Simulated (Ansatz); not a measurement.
Input:

End structure of the (111) surface of bcc Mo in its 1x1 cell, outermost plane spacing 0.91 Å in the ideal cut:

```
CELL_PARAMETERS angstrom
      4.47007     0.00000     0.00000
     -2.23504     3.87120     0.00000
      0.00000     0.00000    26.50000
ATOMIC_POSITIONS crystal
  Mo 0.33333 0.66667 0.32076
  Mo 0.66667 0.33333 0.34834
  Mo 0.00000 0.00000 0.37538
  Mo 0.33333 0.66667 0.41357
  Mo 0.66667 0.33333 0.44694
  Mo 0.00000 0.00000 0.48240
  Mo 0.33333 0.66667 0.51760
  Mo 0.66667 0.33333 0.55306
  Mo 0.00000 0.00000 0.58643
  Mo 0.33333 0.66667 0.62462
  Mo 0.66667 0.33333 0.65166
  Mo 0.00000 0.00000 0.67924
```

Model: 12-atom slab, 10.0 Å thick at the start (thin: gaps and levels are the slab's own), 10x10x1 mesh, Fermi-Dirac 0.1 eV, dipole correction, single point; on the structure that PBE left under its start's symmetry; no spin, no spin-orbit, no U.

Q: What work function of the top face does r2SCAN, at the PBE geometry run with Ansatz (a first-principles code) give?

A: 3.95 eV

Q: Give the surface energy (mean of both faces) at the level r2SCAN, at the PBE geometry.

A: 3.18 J/m²
